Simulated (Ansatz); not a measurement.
Parameter sweep on MnTlCuSe2 (I-4m2, 5 atoms in the cell)

```
MnTlCuSe2
1.0
   -2.01229     2.01229     7.15832
    2.01229    -2.01229     7.15832
    2.01229     2.01229    -7.15832
Mn Tl Cu Se
1 1 1 2
Direct
  0.75000   0.25000   0.50000
  0.00000   0.00000   0.00000
  0.25000   0.75000   0.50000
  0.64150   0.64150   0.00000
  0.35850   0.35850   0.00000
```
Moments meant for the start (each program seeds them in its own way; μB, in the order of the atoms Mn Tl Cu Se Se): 4.0 0.0 0.0 0.0 0.0.

Base run A: PBEsol, default PAW files made with PBE run with Ansatz (an electronic-structure program), self-consistent single point.

Its settings: kpoints.mp_grid.grid = 5 5 5; hamiltonian.xc = pbesol; hamiltonian.pseudopotentials = {kind: paw} (the program's default PAW files); magnetization.spin_polarized = true; scf.occupations.method = gaussian; scf.occupations.width = 0.1 eV.

The starting cell comes from a database of computed structures (which also holds hypothetical and non-ambient phases and stackings), without a prior relaxation at this level. With one magnetic atom in the cell only a parallel order is possible. In the base run, with a pressure of about -3 GPa the cell is away from its equilibrium volume at this level. Ansatz's pressure includes its estimate of the finite-basis (Pulay) stress.

ΔF is the free energy per atom less that of run A. 

| run | scf.mixing.algorithm, scf.mixing.ndim | ΔF (meV/atom) | pressure (GPa) | largest force (eV/Å) | size of the net moment (μB/atom) | iterations |
|---|---|---|---|---|---|---|
| A | default (the program chose MSR1), default | 0.00 | -3.08 | 0.308 | 0.99 | 16 |
| B | anderson, default | 0.00 | -3.08 | 0.308 | 0.99 | 22 |
| C | anderson, 4 | 0.00 | -3.08 | 0.308 | 0.99 | 23 |
| D | broyden, default | 0.00 | -3.08 | 0.308 | 0.99 | 22 |
| E | broyden, 2 | 0.00 | -3.08 | 0.308 | 0.99 | 24 |
| F | msr1, default | 0.00 | -3.08 | 0.308 | 0.99 | 16 |
| G | msr1, 12 | 0.00 | -3.08 | 0.308 | 0.99 | 16 |

Runs B, C, D, E, F, G gave the same state as A (within 1 meV/atom and 0.1 μB a site). The fewest iterations to that state were 16 (A, F, G); the most were 24.

Keys are those of Ansatz 0.2.
